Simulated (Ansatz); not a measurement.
Take SnTe in the rock salt structure (space group Fm-3m, No. 225) as the base.

```
CELL_PARAMETERS angstrom
      0.00000     3.14456     3.14456
      3.14456     0.00000     3.14456
      3.14456     3.14456     0.00000
ATOMIC_POSITIONS crystal
  Sn 0.00000 0.00000 0.00000
  Te 0.50000 0.50000 0.50000
```

Calculations: plane-wave PAW DFT at the PBEsol level (Ansatz, a program for electronic structure, 420 eV), no SOC.

For the base:

| Quantity | Value |
|---|---|
| Pressure | -0.01 GPa |

One thing is altered: an isotropic linear strain of −0.50 %; the atoms relax in the strained cell.

### Question
What does the calculation give for the energy relative to the base after the change?

### Answer
The energy grows by 1.0 meV/atom.

### Question
What happens to the pressure?

### Answer
The pressure rises by 0.73 GPa (-0.01 GPa → 0.72 GPa).

No phonon test of stability was made.
